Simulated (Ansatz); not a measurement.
Li3Bi: biaxial strain +0.57 %, plane normal [001], relaxed out of plane

Start from Li3Bi (space group Fm-3m, No. 225; a = 6.653 Å; a cell from a computed database, its experimental status unchecked). Axes: x, y, z lie along the cube axes.

One thing is altered: tensile biaxial strain of 0.57 % in the plane normal to [001], as in epitaxy on a mismatched substrate; the out-of-plane cell vector and the atoms relax.

All numbers come from PBEsol (Ansatz, a first-principles code), no SOC. Settings: 12×12×12 k-points, 0.05 eV Fermi–Dirac smearing.

| quantity | base | changed | shift |
|---|---|---|---|
| shortest interatomic distance | 2.881 Å | 2.885 Å | +0.0048 Å |
| energy relative to the base (free energy F) | 0 meV/atom | +0.1 meV/atom | +0.1 meV/atom |
| pressure (mean of the normal stresses, compression positive) | 0.00 GPa | -0.14 GPa | -0.14 GPa |
| band gap | 0.39 eV | 0.36 eV | -0.03 eV |
| gap character | – | indirect, k = (0.083, 0.083, 0.083) in the run's primitive reciprocal basis → M | – |
| smallest direct gap | 1.09 eV | 1.06 eV | -0.03 eV |
| electron mass | 0.72 mₑ along k, 0.27 mₑ across (at X) | 0.70 mₑ along k, 0.28 mₑ across (at X) | – |
| out-of-plane strain | – | -0.65 % | – |
| mean in-plane stress (compression positive) | – | -0.2 GPa | – |

Spin-orbit coupling, missing from the scalar runs, can matter with Bi. Masses are band curvatures over ±0.01 Å⁻¹ around the edge. Along k means along the line from Γ to the band edge. Whether these cells are dynamically stable was not tested. k-point labels follow each cell's own Brillouin zone.
